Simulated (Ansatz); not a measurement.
# Effect of pressure −1 GPa on TaN

Start from TaN in the rock salt structure (space group Fm-3m, No. 225; a = 4.3963 Å).

It is then changed as follows: a negative pressure, −1 GPa.

The values are results of r2SCAN (Ansatz, a program for electronic structure; PAW; 500 eV plane waves; without spin-orbit coupling), not measurements. Settings: 18×18×18 k-points, 0.05 eV Fermi–Dirac smearing.

```json
[
 {"quantity": "volume per atom", "base": "10.62 Å³", "changed": "10.65 Å³", "shift": "+0.03 Å³"},
 {"quantity": "density", "base": "15.24 g/cm³", "changed": "15.20 g/cm³", "shift": "-0.04 g/cm³"},
 {"quantity": "lattice parameter a", "base": "4.396 Å", "changed": "4.401 Å", "shift": "+0.0042 Å"},
 {"quantity": "shortest interatomic distance", "base": "2.198 Å", "changed": "2.200 Å", "shift": "+0.002 Å"},
 {"quantity": "band gap", "base": "zero", "changed": "zero", "shift": "–"}
]
```

Load acts through the strain it causes; cell and atoms are relaxed under it. Stability against distortions was not tested. All final runs are without spin polarisation. This is not the structure that TaN has at room temperature and ambient pressure.
